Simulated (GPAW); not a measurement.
Input and output of a self-consistent single point for SnSb (Fm-3m, 2 atoms in the cell) (GPAW)

Level of theory: PBEsol, GPAW PAW datasets PBEsol (made by gpaw-setup) (plane waves; GPAW).

The input file:

```python
from ase import Atoms
from ase.units import GPa
from gpaw import GPAW

atoms = Atoms(['Sn', 'Sb'],
              cell=[[0.000000, 3.069310, 3.069310],
                    [3.069310, 0.000000, 3.069310],
                    [3.069310, 3.069310, 0.000000]],
              scaled_positions=[[0.500000, 0.500000, 0.500000],
                                [0.000000, 0.000000, 0.000000]],
              pbc=True)

calc = GPAW(mode={'name': 'pw', 'ecut': 550},
            xc='PBEsol',
            kpts={'size': (12, 12, 12), 'gamma': True},
            occupations={'name': 'fermi-dirac', 'width': 0.1},
            nbands=-6,
            symmetry={'symmorphic': False, 'tolerance': 0.0005},
            maxiter=150,
            txt='-')

atoms.calc = calc

energy = atoms.get_potential_energy()
print('Energy (eV):', round(energy, 6))
forces = atoms.get_forces()
print('Forces (eV/Ang):')
print(forces.round(5))
stress = atoms.get_stress()
print('Stress (GPa, Voigt):', (stress / GPa).round(4))
```

Output (repeated stretches shortened):

```
Input parameters:
  kpts: {gamma: True,
         size: (12, 12, 12)}
  maxiter: 150
  mode: {ecut: 550,
         name: pw}
  nbands: -6
  occupations: {name: fermi-dirac,
                width: 0.1}
  symmetry: {symmorphic: False,
             tolerance: 0.0005}
  xc: PBEsol

species:
  Sn:
    name: Tin
    Z: 50.0
    valence: 14
    core: 36
    charge: 0.0
    file: Sn.PBEsol.gz

    # Using partial waves for Sn as LCAO basis

  Sb:
    name: Antimony
    Z: 51.0
    valence: 15
    core: 36
    charge: 0.0
    file: Sb.PBEsol.gz

    # Using partial waves for Sb as LCAO basis

Reference energy: -344140.686807  # eV

Spin-paired calculation

Convergence criteria:
 Maximum [total energy] change in last 3 cyles: 0.0005 eV / valence electron
 Maximum integral of absolute [dens]ity change: 0.0001 electrons / valence electron
 Maximum integral of absolute [eigenst]ate change: 4e-08 eV^2 / valence electron
 Maximum number of scf [iter]ations: 150

Symmetries present (total): 48
Symmetries with fractional translations: 0
1728 k-points: 12 x 12 x 12 Monkhorst-Pack grid + [1/24,1/24,1/24]
72 k-points in the irreducible part of the Brillouin zone
       k-points in crystal coordinates                weights
   0:    -0.00000000   -0.00000000   -0.00000000          1/1728
   1:     0.08333333    0.08333333   -0.00000000          6/1728
   2:     0.08333333    0.08333333    0.08333333          8/1728
   [... 7 lines left out ...]
          ...
  71:     0.50000000    0.50000000    0.50000000          4/1728

Wave functions: Plane wave expansion
  Cutoff energy: 550.000 eV
  Number of coefficients (min, max): 1682, 1717
  Pulay-stress correction: 0.000000 eV/Ang^3 (de/decut=0.000000)

Occupation numbers: Fermi-Dirac:
  width: 0.1000  # eV

Eigensolver

Densities:
  Coarse grid: 24*24*24 grid
  Fine grid: 48*48*48 grid
  Total Charge: 0.000000

Density mixing:
  Method: separate
  Backend: pulay
  Linear mixing parameter: 0.05
  old densities: 5
  Damping of long wavelength oscillations: 50

Hamiltonian:
  XC and Coulomb potentials evaluated on a 48*48*48 grid
  External potential:
    NoExternalPotential

XC parameters: PBEsol with 2 nearest neighbor stencil

Number of atoms: 2
Number of atomic orbitals: 18
Number of bands in calculation: 20
Number of valence electrons: 29
Bands to converge: occupied

Density initialized from atomic densities
  18 bands from LCAO basis set
  2 bands from random numbers

Atomic positions and initial magnetic moments

Positions:
   0 Sn     3.069310    3.069310    3.069310    ( 0.0000,  0.0000,  0.0000)
   1 Sb     0.000000    0.000000    0.000000    ( 0.0000,  0.0000,  0.0000)

Unit cell:
           periodic     x           y           z      points  spacing
  1. axis:    yes    0.000000    3.069310    3.069310    24     0.1477
  2. axis:    yes    3.069310    0.000000    3.069310    24     0.1477
  3. axis:    yes    3.069310    3.069310    0.000000    24     0.1477

  Lengths:   4.340660   4.340660   4.340660
  Angles:   60.000000  60.000000  60.000000

Effective grid spacing dv^(1/3) = 0.1611

     iter     time        total  log10-change:
                         energy   eigst   dens
iter:   1 --:--:--    -9.307748
iter:   2 --:--:--    -9.349648   -0.66  -1.72
iter:   3 --:--:--    -9.338980   -1.97  -1.73
iter:   4 --:--:--    -9.338877c  -2.88  -1.92
iter:   5 --:--:--    -9.342010c  -3.01  -2.15
iter:   6 --:--:--    -9.339520c  -3.82  -2.54
iter:   7 --:--:--    -9.339500c  -4.84  -3.20
iter:   8 --:--:--    -9.338869c  -4.56  -3.19
iter:   9 --:--:--    -9.338833c  -5.28  -3.32
iter:  10 --:--:--    -9.338854c  -5.79  -3.51
iter:  11 --:--:--    -9.338869c  -5.59  -3.52
iter:  12 --:--:--    -9.338855c  -6.59  -3.97
iter:  13 --:--:--    -9.338855c  -7.73c -4.50c

Converged after 13 iterations.

Dipole moment: (0.000000, 0.000000, -0.000000) |e|*Ang

Energy contributions relative to reference atoms: (reference = -344140.686807)

Kinetic:         +1.687108
Potential:       -2.341880
External:        +0.000000
XC:              -8.832657
Entropy (-ST):   -0.033537
Local:           +0.165343
SIC:             +0.000000
--------------------------
Free energy:     -9.355623
Extrapolated:    -9.338855

Showing only first 2 kpts
 Kpt  Band  Eigenvalues  Occupancy
  0    12      5.72439    1.99926
  0    13      5.72439    1.99926
  0    14      5.72439    1.99926
  0    15     11.03987    0.00000

  1    12      5.51602    1.99991
  1    13      5.51602    1.99991
  1    14      6.66209    0.37357
  1    15      9.72996    0.00000

Fermi level: 6.51498

No gap
No difference between direct/indirect transitions
Energy (eV): -9.338855

Forces in eV/Ang:
  0 Sn    0.00000   -0.00000   -0.00000
  1 Sb   -0.00000    0.00000    0.00000

Stress tensor:
     0.011253     0.000000    -0.000000
     0.000000     0.011253    -0.000000
    -0.000000    -0.000000     0.011253
Stress (GPa, Voigt): [ 1.803  1.803  1.803 -0.    -0.     0.   ]
```

The run converged in 13 iterations. GPAW prints stress with tension positive.

The starting cell comes from a database of computed structures (which also holds hypothetical and non-ambient phases and stackings), without a prior relaxation at this level. Spin-orbit coupling is off.
